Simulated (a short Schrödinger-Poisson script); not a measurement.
Solved with a short Schrödinger-Poisson script written for these runs: 1D Poisson equation in equilibrium, electrons quantum, Hartree (BenDaniel-Duke, 40 states a valley, the channel's in-plane mass for all, wave functions free to enter the barrier), parabolic valleys, classical holes, donors ionised by Fermi statistics, acceptors fully, no traps, pinning or gate leakage.

Structure: gated Al0.3Ga0.7As/GaAs modulation-doped gas, at 20 K.

From the gate side: 30 nm Al0.3Ga0.7As; 20 nm Al0.3Ga0.7As, donors 2.3e18 cm⁻³; 40 nm Al0.3Ga0.7As; 6000 nm GaAs, acceptors 2e14 cm⁻³.

The device is made up for the run: typed textbook-type constants, with dimensions and the other settings drawn at random. Al0.3Ga0.7As: permittivity 12.05, conduction-band edge (eV) 0.237, gap (eV) 1.798, electron mass (mₑ) 0.0919, Nv at 300 K (cm⁻³) 9e18. GaAs: permittivity 12.9, conduction-band edge (eV) 0, gap (eV) 1.424, Nv at 300 K (cm⁻³) 9e18.

Channel valleys (confinement mass, in-plane density-of-states mass, number): Γ 0.067, 0.067, 1. At the gate the conduction-band edge of layer 1 lies 0.99 eV − eVg above the Fermi level of the channel; the field vanishes at the back. Donor level 0.006 eV below the band edge. The barrier under the gate holds no holes. Gaps are held at their typed values at every temperature. Mesh 0.08 nm at interfaces.

Give the lowest subband against the Fermi level at Vg = 0.5 V (meV); the capacitance at Vg = 0.5 V (μF/cm²); the sheet density of all electrons at Vg = -1 V (cm⁻²).

lowest subband against the Fermi level at Vg = 0.5 V (meV): -8.5; capacitance at Vg = 0.5 V (μF/cm²): 0.311; sheet density of all electrons at Vg = -1 V (cm⁻²): 2.38e11.
